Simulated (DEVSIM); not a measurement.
System: TaN/SiON/n-Ge capacitor, at 300 K.

| layer (left to right) | material | thickness (nm) | Nd (cm⁻³) |
|---|---|---|---|
| 1 | SiON | 2.90 | - |
| 2 | Ge | 3200 | 3.5e16 |

Metal gate on the left, work function 4.4 eV. Fixed charge at the semiconductor interface 2.4e10 cm⁻² (in units of +e); no interface traps.

Constants are typed, rounded textbook-type inputs, not results; the design itself was drawn at random and stands for no fabricated device. Values at 300 K.

```csv
parameter,SiON,Ge
gap (eV),7,0.664
affinity (eV),1.4,4
permittivity,5.5,16
Nc (cm⁻³),-,1.04e19
Nv (cm⁻³),-,6e18
```

Simulated with DEVSIM: 1D Poisson equation in equilibrium, Boltzmann statistics, complete ionisation; no quantum confinement or tunnelling. Metal contacts follow the ideal Schottky-Mott rule: no Fermi-level pinning, no interface dipoles.

**Question.** Tabulate band edges, carrier densities and field at -0.05 V on the gate.

**Answer.** Energies count from the Fermi level of the right contact; mesh points crowd at the junctions.

| x (μm) | Ec (eV) | Ev (eV) | n (cm⁻³) | p (cm⁻³) | field (V/cm) |
|---|---|---|---|---|---|
| 0.000 | 3.050 | -3.950 | < 1e2 | < 1e2 | -130000 |
| 0.0008919 | 3.038 | -3.962 | < 1e2 | < 1e2 | -130000 |
| 0.001921 | 3.024 | -3.976 | < 1e2 | < 1e2 | -130000 |
| 0.002823 | 3.012 | -3.988 | < 1e2 | < 1e2 | -130000 |
| 0.004637 | 0.404 | -0.260 | 1.7e12 | 2.5e14 | -43000 |
| 0.007844 | 0.390 | -0.274 | 2.9e12 | 1.5e14 | -41000 |
| 0.01417 | 0.365 | -0.299 | 7.8e12 | 5.6e13 | -39000 |
| 0.03495 | 0.292 | -0.372 | 1.3e14 | 3.4e12 | -31000 |
| 0.06939 | 0.210 | -0.454 | 3.1e15 | 1.4e11 | -18000 |
| 0.1443 | 0.152 | -0.512 | 2.9e16 | 1.5e10 | -1800 |
| 0.2921 | 0.147 | -0.517 | 3.5e16 | 1.2e10 | ≈ 0 |
| 0.7772 | 0.147 | -0.517 | 3.5e16 | 1.2e10 | ≈ 0 |
| 1.581 | 0.147 | -0.517 | 3.5e16 | 1.2e10 | ≈ 0 |
| 2.418 | 0.147 | -0.517 | 3.5e16 | 1.2e10 | ≈ 0 |
| 2.900 | 0.147 | -0.517 | 3.5e16 | 1.2e10 | ≈ 0 |
| 3.060 | 0.147 | -0.517 | 3.5e16 | 1.2e10 | ≈ 0 |
| 3.133 | 0.147 | -0.517 | 3.5e16 | 1.2e10 | ≈ 0 |
| 3.170 | 0.147 | -0.517 | 3.5e16 | 1.2e10 | ≈ 0 |
| 3.191 | 0.147 | -0.517 | 3.5e16 | 1.2e10 | ≈ 0 |
| 3.198 | 0.147 | -0.517 | 3.5e16 | 1.2e10 | ≈ 0 |
| 3.201 | 0.147 | -0.517 | 3.5e16 | 1.2e10 | ≈ 0 |
| 3.203 | 0.147 | -0.517 | 3.5e16 | 1.2e10 | ≈ 0 |
